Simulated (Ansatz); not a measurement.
Abridged Ansatz (an electronic-structure program) output:

```
Pseudopotential: Nb, paw, valence charge 13
Pseudopotential: Ir, paw, valence charge 17
Crystal: 8 atoms, lattice volume = 133.551 Å³
Basis set: ecut = 420 eV, 2553 PW (Γ), exchange–correlation on 72×72×72 points (8 copies of the dense FFT grid, shifted against one another)
Bands: 68, of which v1, the nominal top of the filled ones, is band 56 counted from 1 (55 counted from 0)
Symmetry: 48 space group operations
k-points: 35 of 729
Functional: x = pbesol(κ = 0.804, μ = 0.12345679012345678), c = pbesol(β = 0.046)
SCF iter   1: F=—  HF=-50574.252232 eV  |F-HF|=—  |Δ(HF+E_count)|=         —  Δρ=1.11e-2  dr2=2.17e-1  ethr=1.77e-3  ⟨swp⟩=4.3  Hψ=7470  notcnv=0  defer=20
SCF iter   2: F=—  HF=-50574.230026 eV  |F-HF|=—  |Δ(HF+E_count)|=   2.22e-2  Δρ=5.44e-3  dr2=4.75e-2  ethr=1.94e-4  ⟨swp⟩=1.8  Hψ=2838  notcnv=0  defer=37
SCF 1 converged in 7 iterations: F = -50574.223047 eV  dr2 = 1.28e-10
SCF converged after 7 iterations
Free energy (F): -50574.223047 eV
Internal energy: -50574.176856 eV  (E = F + TS)
E sigma→0 (E₀):  -50574.199951 eV
Entropy (-TS):   -0.046191 eV (-5.774 meV/atom)
Fermi energy:    19.999280 eV
--- Forces (eV/Å), atoms counted from 1 ---
  atom   1  Nb    -0.00000000     0.00000000     0.00000000
  atom   2  Nb     0.00000000     0.00000000     0.00000000
  atom   3  Nb    -0.00000000    -0.00000000     0.00000000
  atom   4  Nb    -0.00000000     0.00000000     0.00000000
  atom   5  Nb    -0.00000000     0.00000000     0.00000000
  atom   6  Nb    -0.00000000     0.00000000     0.00000000
  atom   7  Ir     0.00000000    -0.00000000     0.00000000
  atom   8  Ir     0.00000000    -0.00000000     0.00000000
--- Stress (GPa, compression-positive) ---
       -0.000208       0.000000       0.000000
        0.000000      -0.000208       0.000000
        0.000000       0.000000      -0.000208
  P = ⅓ Tr σ = -0.0002 GPa (-0.002 kbar)
```

Q: What was computed, and what are the main results?

A: Nb3Ir, 8 atoms in the cell, with plane-wave PAW DFT at the PBEsol level (Ansatz, 420 eV), without spin-orbit coupling. The last SCF converged to F = -50574.223047 eV, or -6321.7779 eV per atom, at a pressure of 0.00 GPa. The total energy compares only with runs of the same code, potentials and settings.

Stability against distortions was not tested. The final runs are not spin-polarised. The cell is Nb$_{3}$Ir in the A15 (Cr3Si type) structure (space group Pm-3n, No. 223).
